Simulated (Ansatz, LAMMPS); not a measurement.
**Si well of 21 atomic layers along [001] in random Si0.8Ge0.2, Ge share that oscillates in the well**

Cell 16.58 × 16.58 × 66.06 Å, Si731Ge133, 864 atoms. Prepared with LAMMPS with Tersoff's 1989 multicomponent potential (SiCGe.tersoff): minimisation. 

Method: PBE, support functions at accuracy medium on the grid of 370 eV (norm-conserving potentials; Ansatz, a quantum-chemistry and plane-wave program).

Basis: localised support functions (accuracy medium) on a full density matrix. k-points: zone centre alone; occupations: Fermi-Dirac, 0.010 eV; spin polarisation not allowed. No spin-orbit coupling.

```
Quantity                                                                                            Value
----------------------------------------------  ---------------------------------------------------------
Kohn-Sham gap of the cell on its k-mesh                                                           0.50 eV
weight of the highest filled level on the well                                                       0.39
weight of the lowest empty level on the well                                                         0.97
coordination (neighbours within 2.849 Å)                                                   100.0 % 4-fold
Ge-Ge bonds, mean ± spread                                                                2.466 ± 0.005 Å
Ge-Si bonds, mean ± spread                                                                2.421 ± 0.006 Å
Si-Si bonds, mean ± spread                                                                2.377 ± 0.006 Å
bond angles, mean ± spread                                                                  109.5° ± 0.9°
pressure                                                                                        -0.57 GPa
cost of the final run                           around 70 core-minutes (rough), 15 SCF iterations, 17 GiB
```
